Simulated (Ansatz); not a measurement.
Consider this model of amorphous Hf27O45N6.

```xyz
78
Lattice="9.7240 0.1522 0.1539 0.1522 9.8784 -0.0953 0.1539 -0.0953 10.1433" Properties=species:S:1:pos:R:3 pbc="T T T"
Hf     3.7765     1.4899     3.2584
Hf     5.1690     7.4585     7.2026
Hf     0.4915     0.1133     3.8390
Hf     4.3711     9.4078     9.9686
Hf     1.2035     4.4986     6.5113
Hf     5.2807     6.3085     0.5006
Hf     0.1097     3.6288     2.6897
Hf     9.3203     2.9478     9.0295
Hf     8.4673     5.8186     8.0975
Hf     7.0659     0.3150     3.2896
Hf     8.2038     6.5249     4.7106
Hf     4.5468     3.9195     6.5071
Hf     8.2316     2.8125     5.9413
Hf     8.2924     9.1724     6.3375
Hf     8.4728     7.3455     1.4429
Hf     1.3406     8.1789     8.5678
Hf     5.6165     1.1977     7.4287
Hf     8.0741     0.2881     9.7102
Hf     5.3099     7.6051     3.5524
Hf     2.1988     7.5249     5.7218
Hf     6.0857     4.1701     3.1953
Hf     5.5050     2.5624     0.2633
Hf     1.5267     1.3592     1.0645
Hf     2.3989     1.2554     6.7518
Hf     1.9905     7.7600     1.7491
Hf     1.7865     5.0326    10.0977
Hf     2.8418     4.9194     3.5694
O      2.3839     2.9381     2.5596
O      6.2920     2.8796     6.1449
O      4.5295     5.6936     2.6789
O      6.2599     9.2095     6.7430
O      2.1734     9.2464    -0.0053
O      2.3869     9.8342     2.4875
O      6.4907     7.1322     1.9104
O      6.3393     5.8038     4.4760
O      1.5668     9.3343     6.7458
O      4.0778     7.9335     1.3569
O      4.2878     7.8238     5.3735
O      2.0718     1.0996     4.7604
O      0.1967     8.4246     2.3561
O      7.7793     9.4303     1.2923
O      2.4182     7.1072     3.6962
O      7.6301     7.1205     6.6754
O      4.2389     1.5610     5.9637
O      9.8453     8.2091     5.1744
O      5.9899     4.3408     1.1473
O      0.6677     3.3130     0.5477
O      7.8088     3.9241     8.1469
O      1.6199     5.4116     1.9823
O      7.6143     2.3245     0.1651
O      3.7378     0.3918     8.2028
O      5.8751     2.1025     2.7445
O      5.4679     7.7431     9.2122
O      5.1871     9.6842     3.3228
O      3.7198     5.3125     9.9737
O      7.7212     6.3178     9.9158
O      0.8835     6.5694     7.0399
O      4.3620     3.6007     4.2845
O      8.0037     3.5795     3.9094
O      5.1094     2.9016     8.5458
O      5.3820     5.5114     7.2740
O      9.0169     8.6931     8.3853
O      1.0409     4.1242     4.4084
O      0.3741     2.4221     6.8701
O      2.7347     3.2933     7.2420
O      8.7692     5.8294     2.7771
O      2.9323     5.3995     5.6747
O      7.8336     1.1589     7.6249
O      3.1496     7.5423     7.7307
O      8.8797     4.9251     6.0787
O      6.0209     0.5129     9.5199
O      0.3512     0.8702     9.5068
N      9.7219     1.6984     2.6326
N      3.8268     1.4237     1.0091
N      7.3094     8.3204     4.1080
N      0.4954     4.6059     8.5128
N      0.7272     7.0088     0.0745
N      8.3347     0.8687     4.9435
```

Level of theory: PBE, scalar-relativistic without spin-orbit coupling (plane waves to 420 eV, PAW; Ansatz, a program for electronic structure).

The cell was made by melting and quenching with the CHGNet potential and then relaxed with DFT. O and N atoms were pushed apart under 1.9 Å during the dynamics, to hinder bonds among them. The hot cell started wider than the set density and was brought back towards it in steps. It is the lowest in DFT energy of 4 quenches. It is a model cell: composition and starting density were chosen by hand, and all elements were melted together. No dispersion term was used. Its density started from a set value of 9.59 and ended at 9.59 g/cm³. The simulated quench (nominally 150 K/ps over its main leg) is rapid and tends to freeze in more defects than a deposited or slowly cooled glass has. One small periodic cell is one sample of the glass; other quenches scatter about these values. The volume was held where the preparation left it and the shape relaxed, at a PBE pressure of -0.3 GPa (tension).

Neighbours within Hf-Hf 3.34 Å, Hf-O 2.64 Å, Hf-N 2.74 Å, O-O 1.58 Å, O-N 1.64 Å, N-N 1.70 Å count as bonded. Two cations that share two anions don't count as bonded, nor two that share one unless they lie closer than Hf-Hf 3.25 Å.

**Question.** Give the coordination numbers, mean bond lengths and angles.

**Answer.** 
```yaml
Mean coordination of Hf by anions: 6.41 (2 with 5, 12 with 6, 13 with 7); 2 close contacts or bonds to cations besides
Mean coordination of O: 3.33 (2 with 2, 26 with 3, 17 with 4)
Mean coordination of N: 3.83 (1 with 3, 5 with 4)
Mean Hf-O bond: 2.170 Å (spread 0.126 Å, 150 counted)
Mean Hf-N bond: 2.169 Å (spread 0.114 Å, 23 counted)
Mean Hf-Hf close contact: 3.227 Å (spread 0.000 Å, 1 counted)
Bond angle at Hf: mean 101.9°, spread 29.5°
Bond angle at O: mean 112.3°, spread 18.2°
Bond angle at N: mean 109.3°, spread 16.2°
```

**Question.** List the pairs of like atoms that count as bonded by the rules above.

**Answer.** Hf3-Hf10 (3.23 Å).
